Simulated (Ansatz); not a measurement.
## Si well of 12 atomic layers along [001] in random Si0.7Ge0.3, 5 % Ge through the well

Prepared with Tersoff's 1989 multicomponent potential (SiCGe.tersoff) run with LAMMPS: minimisation. Geometry as solved with PBE, support functions at accuracy medium on the grid of 370 eV (Ansatz, a first-principles code).

```xyz
648
Lattice="16.67 0.00 0.00 0.00 16.67 0.00 0.00 0.00 49.66" Properties=species:S:1:pos:R:3 pbc="T T T"
Si     0.01     0.05    -0.02
Si     1.36     1.41     1.39
Si     2.73     2.78     0.02
Ge     4.15     4.18     1.40
Ge     2.79     0.03     2.80
Si     4.21     1.42     4.21
Si     0.00     2.74     2.80
Ge     1.38     4.21     4.17
Si     0.01     0.05     5.59
Si     1.35     1.42     6.99
Ge     2.81     2.80     5.63
Si     4.18     4.21     7.04
Ge     2.77     0.02     8.38
Si     4.17     1.45     9.76
Si     0.04     2.81     8.39
Si     1.42     4.19     9.77
Si     0.02    -0.02    11.14
Ge     1.39     1.43    12.52
Si     2.81     2.83    11.14
Si     4.15     4.16    12.59
Ge     2.81     0.00    13.95
Si     4.23     1.40    15.33
Si     0.02     2.82    13.95
Si     1.37     4.21    15.30
Si    -0.01     0.00    16.76
Si     1.38     1.38    18.10
Ge     2.78     2.80    16.69
Si     4.17     4.22    18.07
Si     2.77    -0.02    19.44
Si     4.14     1.36    20.81
Si    -0.01     2.79    19.43
Si     1.38     4.17    20.78
Si     0.00     0.00    22.15
Si     1.39     1.40    23.51
Si     2.76     2.78    22.14
Si     4.14     4.19    23.48
Si     2.80     0.02    24.84
Si     4.15     1.37    26.25
Si     0.00     2.78    24.86
Si     1.39     4.17    26.23
Si     0.00     0.05    27.59
Si     1.39     1.40    28.96
Si     2.78     2.78    27.59
Si     4.18     4.17    28.94
Si     2.78     0.00    30.31
Si     4.15     1.41    31.68
Si    -0.01     2.78    30.31
Si     1.39     4.17    31.66
Si     0.02     0.03    33.02
Si     1.39     1.39    34.40
Si     2.76     2.78    33.04
Si     4.11     4.16    34.42
Si     2.74    -0.03    35.75
Ge     4.13     1.32    37.20
Si     0.02     2.75    35.80
Si     1.38     4.14    37.18
Ge    -0.01     0.00    38.55
Si     1.40     1.39    39.96
Si     2.74     2.76    38.56
Ge     4.19     4.18    39.89
Si     2.77     0.00    41.33
Si     4.12     1.37    42.72
Si    -0.04     2.73    41.30
Ge     1.37     4.10    42.70
Si    -0.01     0.00    44.10
Si     1.36     1.38    45.50
Si     2.76     2.71    44.11
Ge     4.19     4.13    45.47
Si     2.74     0.00    46.85
Ge     4.15     1.38    48.28
Si     0.00     2.76    46.91
Si     1.36     4.14    48.30
Si     0.02     5.55     0.01
Si     1.37     6.95     1.38
Si     2.75     8.31     0.00
Ge     4.13     9.69     1.42
Si     2.76     5.62     2.79
Si     4.14     6.91     4.24
Si    -0.02     8.31     2.78
Ge     1.41     9.67     4.19
Si     0.03     5.62     5.60
Si     1.41     6.96     7.00
Si     2.80     8.30     5.63
Si     4.14     9.73     6.97
Si     2.77     5.57     8.39
Si     4.10     6.95     9.80
Si     0.02     8.32     8.37
Si     1.38     9.70     9.76
Si     0.03     5.58    11.13
Si     1.39     6.94    12.54
Si     2.75     8.34    11.17
Si     4.15     9.72    12.53
Si     2.77     5.56    13.93
Si     4.14     6.92    15.33
Si     0.00     8.28    13.93
Ge     1.40     9.69    15.32
Si    -0.01     5.57    16.70
Si     1.38     6.94    18.07
Si     2.80     8.30    16.72
Si     4.17     9.71    18.07
Si     2.77     5.57    19.44
Si     4.16     6.96    20.80
Si     0.00     8.34    19.43
Si     1.39     9.71    20.79
Si     0.00     5.56    22.15
Si     1.38     6.95    23.51
Si     2.78     8.34    22.16
Si     4.17     9.73    23.51
Si     2.77     5.56    24.86
Si     4.17     6.95    26.22
Si    -0.01     8.34    24.87
Si     1.39     9.73    26.22
Si     0.00     5.56    27.58
Si     1.39     6.95    28.93
Si     2.78     8.34    27.57
Si     4.16     9.73    28.94
Si     2.77     5.56    30.29
Si     4.14     6.97    31.62
Si     0.01     8.34    30.29
Si     1.37     9.73    31.67
Si     0.00     5.55    33.00
Ge     1.39     6.94    34.41
Si     2.77     8.34    32.99
Ge     4.17     9.73    34.40
Si     2.78     5.53    35.83
Si     4.17     6.94    37.17
Si     0.00     8.38    35.79
Si     1.40     9.71    37.15
Si     0.02     5.51    38.56
Si     1.39     6.95    39.87
Si     2.78     8.34    38.53
Si     4.13     9.74    39.91
Ge     2.77     5.59    41.32
Si     4.17     6.94    42.75
Ge    -0.01     8.32    41.30
Ge     1.45     9.71    42.73
Ge    -0.02     5.56    44.13
Si     1.41     6.96    45.48
Si     2.83     8.30    44.15
Si     4.16     9.73    45.50
Ge     2.77     5.55    46.91
Si     4.18     6.96    48.30
Ge     0.00     8.33    46.89
Si     1.42     9.72    48.27
Ge    -0.02    11.10     0.00
Ge     1.40    12.51     1.45
Ge     2.77    13.96     0.01
Si     4.21    15.30     1.41
Si     2.79    11.11     2.82
Ge     4.21    12.50     4.19
Ge    -0.02    13.92     2.87
Si     1.38    15.34     4.23
Ge    -0.06    11.08     5.60
Ge     1.36    12.50     7.04
Ge     2.78    13.94     5.61
Si     4.21    15.34     6.96
Si     2.76    11.05     8.38
Ge     4.14    12.47     9.77
Si    -0.02    13.90     8.46
Si     1.39    15.27     9.79
Si     0.01    11.11    11.11
Ge     1.39    12.50    12.55
Si     2.77    13.92    11.16
Si     4.15    15.27    12.52
Si     2.81    11.09    13.93
Si     4.14    12.45    15.35
Si    -0.03    13.86    13.97
Ge     1.38    15.25    15.37
Si    -0.01    11.11    16.71
Si     1.38    12.49    18.09
Si     2.80    13.84    16.74
Si     4.17    15.28    18.08
Si     2.78    11.10    19.43
Si     4.17    12.50    20.79
Si     0.00    13.88    19.45
Si     1.39    15.27    20.81
Si     0.00    11.10    22.15
Si     1.39    12.49    23.50
Si     2.78    13.89    22.15
Si     4.18    15.28    23.50
Si     2.78    11.12    24.87
Si     4.17    12.50    26.23
Si    -0.03    13.86    24.84
Ge     1.38    15.28    26.22
Si     0.00    11.11    27.58
Si     1.40    12.49    28.96
Si     2.79    13.87    27.61
Si     4.17    15.28    28.95
Si     2.78    11.10    30.32
Si     4.16    12.50    31.67
Si     0.03    13.86    30.34
Si     1.40    15.28    31.68
Si     0.01    11.13    33.06
Si     1.40    12.51    34.41
Si     2.78    13.89    33.04
Si     4.14    15.30    34.39
Si     2.76    11.13    35.81
Si     4.16    12.47    37.18
Si     0.01    13.87    35.79
Si     1.38    15.27    37.13
Ge    -0.03    11.10    38.55
Ge     1.39    12.53    39.99
Ge     2.81    13.94    38.55
Si     4.21    15.30    39.99
Si     2.83    11.12    41.34
Si     4.20    12.48    42.70
Si    -0.02    13.95    41.34
Si     1.36    15.31    42.71
Ge    -0.01    11.12    44.15
Si     1.40    12.50    45.53
Ge     2.78    13.89    44.09
Si     4.14    15.32    45.50
Si     2.76    11.08    46.86
Ge     4.14    12.49    48.25
Ge    -0.02    13.92    46.89
Si     1.37    15.36    48.27
Si     5.57    -0.03     0.02
Ge     6.95     1.38     1.43
Si     8.30     2.78     0.01
Ge     9.68     4.13     1.45
Si     8.38    -0.04     2.81
Si     9.74     1.36     4.17
Si     5.55     2.80     2.83
Si     6.90     4.19     4.19
Si     5.57     0.03     5.57
Si     6.89     1.41     6.98
Ge     8.31     2.76     5.55
Ge     9.75     4.17     7.00
Ge     8.31     0.05     8.40
Si     9.73     1.44     9.78
Si     5.55     2.80     8.37
Si     6.95     4.14     9.75
Ge     5.55     0.02    11.16
Si     6.94     1.44    12.54
Si     8.32     2.78    11.14
Ge     9.71     4.17    12.57
Ge     8.35     0.01    13.90
Ge     9.76     1.44    15.34
Si     5.57     2.80    13.94
Si     6.93     4.19    15.33
Si     5.54     0.03    16.74
Si     6.97     1.38    18.06
Si     8.31     2.82    16.71
Si     9.72     4.17    18.07
Si     8.35     0.00    19.43
Si     9.73     1.39    20.79
Ge     5.56     2.79    19.45
Si     6.98     4.20    20.83
Si     5.56    -0.01    22.14
Si     6.97     1.37    23.48
Si     8.35     2.78    22.15
Si     9.74     4.17    23.52
Si     8.34    -0.01    24.86
Si     9.72     1.39    26.21
Ge     5.56     2.78    24.87
Si     6.98     4.20    26.24
Si     5.56    -0.01    27.59
Si     6.95     1.40    28.93
Si     8.34     2.78    27.58
Si     9.72     4.17    28.95
Si     8.36     0.03    30.28
Si     9.73     1.38    31.68
Si     5.56     2.77    30.31
Si     6.97     4.14    31.66
Si     5.52     0.03    33.06
Si     6.96     1.36    34.40
Si     8.34     2.75    33.04
Si     9.75     4.13    34.38
Si     8.32    -0.02    35.79
Ge     9.73     1.40    37.17
Ge     5.56     2.77    35.79
Si     6.95     4.17    37.20
Si     5.59    -0.03    38.60
Si     6.96     1.39    39.91
Si     8.31     2.80    38.57
Si     9.72     4.16    39.91
Ge     8.33    -0.04    41.30
Ge     9.72     1.38    42.77
Ge     5.57     2.75    41.35
Si     6.97     4.16    42.76
Ge     5.56     0.01    44.11
Si     6.97     1.41    45.53
Si     8.33     2.80    44.16
Si     9.76     4.15    45.48
Si     8.33    -0.01    46.87
Ge     9.73     1.39    48.28
Si     5.60     2.76    46.90
Si     6.92     4.14    48.29
Si     5.56     5.55    -0.02
Ge     6.98     6.91     1.40
Si     8.37     8.30     0.00
Ge     9.76     9.70     1.39
Si     8.33     5.55     2.87
Si     9.72     6.94     4.22
Ge     5.56     8.31     2.88
Si     6.96     9.71     4.27
Si     5.52     5.52     5.58
Ge     6.95     6.92     6.96
Si     8.37     8.34     5.59
Si     9.75     9.71     6.96
Si     8.32     5.53     8.40
Ge     9.72     6.97     9.76
Ge     5.52     8.34     8.40
Si     6.93     9.70     9.82
Ge     5.55     5.55    11.17
Si     6.98     6.94    12.56
Si     8.32     8.35    11.19
Si     9.68     9.71    12.57
Si     8.31     5.58    13.98
Si     9.69     6.93    15.37
Ge     5.55     8.33    13.94
Si     6.96     9.73    15.35
Si     5.55     5.57    16.70
Si     6.94     6.95    18.07
Si     8.33     8.33    16.72
Si     9.72     9.71    18.07
Si     8.34     5.57    19.43
Si     9.73     6.95    20.78
Si     5.55     8.34    19.43
Si     6.94     9.72    20.79
Si     5.55     5.57    22.15
Si     6.94     6.95    23.51
Si     8.31     8.31    22.13
Ge     9.73     9.72    23.51
Si     8.35     5.57    24.86
Si     9.73     6.94    26.23
Si     5.56     8.34    24.87
Si     6.94     9.72    26.23
Si     5.56     5.57    27.59
Si     6.94     6.95    28.95
Si     8.34     8.33    27.58
Si     9.72     9.72    28.94
Si     8.33     5.55    30.29
Si     9.74     6.92    31.64
Si     5.55     8.35    30.28
Si     6.92     9.76    31.63
Ge     5.53     5.55    33.03
Si     6.92     6.95    34.43
Ge     8.31     8.32    33.01
Ge     9.75     9.77    34.42
Ge     8.35     5.54    35.78
Ge     9.76     6.97    37.22
Si     5.55     8.31    35.80
Ge     6.95     9.73    37.20
Si     5.59     5.59    38.51
Si     6.95     6.94    39.92
Si     8.34     8.34    38.62
Si     9.73     9.73    39.95
Ge     8.35     5.56    41.35
Si     9.74     6.99    42.75
Ge     5.53     8.32    41.30
Ge     6.97     9.76    42.71
Si     5.56     5.54    44.06
Ge     6.92     6.97    45.47
Si     8.38     8.37    44.11
Si     9.74     9.77    45.47
Ge     8.35     5.53    46.90
Si     9.73     6.95    48.29
Si     5.51     8.34    46.88
Ge     6.99     9.69    48.24
Ge     5.58    11.11     0.02
Ge     6.98    12.59     1.42
Si     8.38    13.93    -0.02
Si     9.75    15.27     1.39
Ge     8.35    11.11     2.86
Si     9.79    12.50     4.20
Si     5.56    13.97     2.81
Si     6.94    15.32     4.18
Si     5.57    11.08     5.63
Si     6.94    12.46     6.96
Ge     8.32    13.86     5.55
Ge     9.73    15.30     6.97
Ge     8.34    11.09     8.39
Si     9.71    12.51     9.79
Ge     5.58    13.91     8.35
Si     6.97    15.27     9.80
Si     5.54    11.06    11.16
Ge     6.96    12.46    12.53
Si     8.35    13.89    11.14
Si     9.73    15.24    12.52
Si     8.33    11.06    13.96
Ge     9.74    12.48    15.33
Ge     5.50    13.86    13.94
Ge     6.94    15.28    15.37
Si     5.56    11.10    16.71
Si     6.94    12.49    18.08
Si     8.35    13.88    16.75
Si     9.73    15.28    18.09
Si     8.34    11.11    19.43
Si     9.72    12.51    20.79
Si     5.56    13.89    19.43
Si     6.95    15.28    20.78
Si     5.56    11.11    22.15
Si     6.94    12.51    23.51
Si     8.33    13.89    22.15
Si     9.72    15.28    23.50
Si     8.31    11.14    24.89
Si     9.72    12.51    26.23
Si     5.55    13.89    24.87
Si     6.94    15.28    26.22
Si     5.55    11.11    27.59
Si     6.94    12.50    28.93
Si     8.33    13.90    27.58
Si     9.72    15.28    28.93
Si     8.34    11.12    30.29
Si     9.76    12.49    31.63
Si     5.53    13.87    30.28
Ge     6.93    15.31    31.65
Si     5.58    11.14    33.01
Si     6.95    12.48    34.41
Ge     8.38    13.88    33.06
Si     9.76    15.30    34.46
Si     8.33    11.16    35.80
Si     9.72    12.52    37.17
Ge     5.56    13.90    35.80
Si     6.97    15.29    37.21
Si     5.53    11.14    38.58
Si     6.95    12.52    39.92
Si     8.35    13.90    38.56
Si     9.76    15.26    39.91
Si     8.35    11.15    41.27
Ge     9.75    12.53    42.69
Si     5.57    13.87    41.34
Si     6.93    15.24    42.71
Si     5.53    11.11    44.12
Ge     6.98    12.51    45.48
Si     8.35    13.93    44.09
Si     9.70    15.30    45.48
Si     8.40    11.12    46.88
Si     9.72    12.49    48.30
Ge     5.57    13.95    46.89
Si     6.98    15.32    48.30
Si    11.14    -0.01     0.04
Si    12.48     1.42     1.39
Si    13.86     2.74    -0.03
Ge    15.28     4.13     1.38
Ge    13.90     0.05     2.78
Si    15.32     1.39     4.20
Si    11.12     2.75     2.82
Si    12.45     4.15     4.22
Si    11.10     0.04     5.58
Si    12.48     1.35     7.01
Ge    13.88     2.76     5.60
Ge    15.31     4.21     7.00
Si    13.86    -0.01     8.38
Ge    15.28     1.39     9.76
Si    11.12     2.74     8.38
Ge    12.51     4.17     9.76
Ge    11.13     0.01    11.16
Si    12.53     1.43    12.57
Si    13.89     2.78    11.19
Ge    15.29     4.20    12.56
Si    13.89     0.04    13.91
Ge    15.29     1.41    15.34
Si    11.18     2.81    13.94
Si    12.51     4.19    15.34
Si    11.11     0.01    16.75
Si    12.51     1.39    18.09
Si    13.86     2.81    16.73
Si    15.28     4.18    18.07
Si    13.89     0.01    19.46
Si    15.28     1.40    20.80
Si    11.11     2.78    19.43
Si    12.50     4.17    20.79
Si    11.11     0.00    22.15
Si    12.50     1.39    23.51
Si    13.89     2.79    22.15
Si    15.29     4.17    23.51
Si    13.89     0.00    24.86
Si    15.28     1.40    26.21
Si    11.12     2.78    24.87
Si    12.51     4.18    26.22
Si    11.09    -0.02    27.55
Ge    12.50     1.39    28.94
Si    13.91     2.81    27.56
Si    15.29     4.18    28.94
Si    13.88    -0.01    30.36
Si    15.29     1.39    31.67
Si    11.09     2.80    30.33
Si    12.51     4.16    31.67
Si    11.11     0.00    33.06
Si    12.50     1.39    34.41
Si    13.87     2.74    33.02
Ge    15.28     4.15    34.41
Si    13.87     0.03    35.81
Si    15.26     1.42    37.15
Si    11.14     2.80    35.77
Si    12.50     4.15    37.19
Si    11.15    -0.03    38.56
Si    12.55     1.35    39.92
Si    13.90     2.77    38.55
Si    15.28     4.15    39.93
Si    13.89    -0.02    41.33
Si    15.29     1.34    42.68
Ge    11.13     2.76    41.28
Ge    12.52     4.21    42.72
Si    11.13    -0.02    44.15
Si    12.50     1.34    45.53
Ge    13.92     2.73    44.13
Si    15.31     4.13    45.54
Si    13.90    -0.01    46.91
Si    15.27     1.39    48.27
Si    11.14     2.77    46.86
Si    12.50     4.11    48.26
Ge    11.11     5.52    -0.01
Ge    12.50     6.95     1.44
Ge    13.92     8.37     0.00
Si    15.29     9.73     1.45
Ge    13.91     5.54     2.88
Si    15.32     6.98     4.24
Si    11.09     8.31     2.84
Ge    12.51     9.72     4.21
Si    11.13     5.58     5.58
Si    12.52     6.95     6.97
Si    13.92     8.32     5.62
Si    15.26     9.68     7.03
Si    13.90     5.60     8.38
Si    15.33     6.93     9.73
Si    11.14     8.35     8.32
Si    12.49     9.72     9.72
Si    11.10     5.55    11.15
Ge    12.50     6.91    12.56
Ge    13.90     8.32    11.10
Ge    15.30     9.74    12.56
Si    13.90     5.56    14.00
Si    15.28     6.95    15.34
Ge    11.08     8.35    13.98
Si    12.53     9.74    15.35
Si    11.10     5.56    16.71
Si    12.50     6.95    18.06
Si    13.90     8.34    16.70
Si    15.28     9.72    18.07
Si    13.89     5.56    19.42
Si    15.28     6.95    20.79
Si    11.12     8.33    19.43
Si    12.51     9.72    20.79
Si    11.12     5.56    22.15
Si    12.51     6.94    23.51
Si    13.89     8.33    22.15
Si    15.28     9.72    23.50
Si    13.90     5.56    24.86
Si    15.28     6.95    26.22
Si    11.14     8.31    24.89
Si    12.51     9.72    26.23
Si    11.12     5.55    27.59
Si    12.51     6.95    28.95
Si    13.90     8.34    27.59
Si    15.29     9.73    28.94
Si    13.90     5.55    30.30
Si    15.31     6.93    31.63
Si    11.12     8.34    30.30
Si    12.50     9.75    31.64
Si    11.10     5.52    33.01
Ge    12.48     6.92    34.44
Ge    13.93     8.36    33.02
Si    15.30     9.77    34.45
Si    13.88     5.52    35.83
Ge    15.30     6.93    37.18
Si    11.14     8.38    35.82
Si    12.49     9.78    37.16
Si    11.14     5.53    38.59
Si    12.47     6.92    39.99
Ge    13.84     8.36    38.59
Si    15.24     9.75    39.98
Si    13.92     5.57    41.30
Si    15.27     6.93    42.69
Si    11.10     8.35    41.34
Si    12.47     9.75    42.69
Si    11.09     5.58    44.13
Si    12.49     6.92    45.49
Ge    13.87     8.33    44.09
Si    15.24     9.73    45.53
Ge    13.89     5.53    46.90
Si    15.31     6.92    48.31
Ge    11.12     8.36    46.89
Si    12.51     9.79    48.27
Si    11.14    11.14     0.00
Si    12.51    12.50     1.39
Si    13.86    13.87    -0.02
Ge    15.28    15.28     1.33
Si    13.89    11.12     2.76
Si    15.23    12.47     4.18
Si    11.10    13.86     2.76
Ge    12.45    15.28     4.18
Si    11.11    11.12     5.62
Si    12.51    12.43     7.02
Ge    13.87    13.84     5.60
Ge    15.30    15.30     7.00
Si    13.90    11.09     8.39
Si    15.27    12.48     9.77
Ge    11.15    13.87     8.41
Si    12.56    15.27     9.78
Ge    11.11    11.10    11.17
Si    12.52    12.51    12.57
Si    13.89    13.85    11.15
Ge    15.28    15.27    12.55
Si    13.88    11.13    13.97
Si    15.30    12.47    15.32
Si    11.11    13.88    13.89
Ge    12.48    15.31    15.29
Si    11.14    11.09    16.74
Si    12.49    12.48    18.11
Ge    13.91    13.87    16.72
Si    15.30    15.30    18.12
Si    13.90    11.10    19.44
Si    15.28    12.50    20.80
Si    11.11    13.89    19.45
Si    12.50    15.28    20.80
Si    11.14    11.13    22.12
Si    12.51    12.50    23.50
Si    13.89    13.90    22.15
Si    15.28    15.28    23.50
Si    13.89    11.10    24.86
Si    15.28    12.48    26.21
Si    11.11    13.88    24.85
Si    12.50    15.27    26.20
Si    11.11    11.11    27.59
Si    12.51    12.50    28.93
Si    13.87    13.87    27.55
Ge    15.28    15.27    28.95
Si    13.90    11.12    30.29
Si    15.28    12.49    31.68
Si    11.12    13.90    30.29
Si    12.49    15.28    31.69
Si    11.15    11.15    33.01
Si    12.50    12.52    34.41
Si    13.88    13.88    33.03
Ge    15.28    15.30    34.41
Si    13.88    11.15    35.79
Si    15.27    12.53    37.14
Si    11.14    13.90    35.81
Si    12.52    15.29    37.17
Si    11.07    11.11    38.53
Ge    12.50    12.51    39.91
Si    13.92    13.92    38.52
Si    15.25    15.27    39.95
Si    13.87    11.11    41.33
Ge    15.24    12.55    42.72
Si    11.14    13.95    41.32
Si    12.49    15.31    42.72
Si    11.14    11.12    44.10
Si    12.51    12.51    45.47
Si    13.84    13.94    44.12
Si    15.24    15.31    45.47
Si    13.87    11.14    46.87
Si    15.23    12.50    48.26
Ge    11.11    13.90    46.89
Si    12.52    15.30    48.30
```
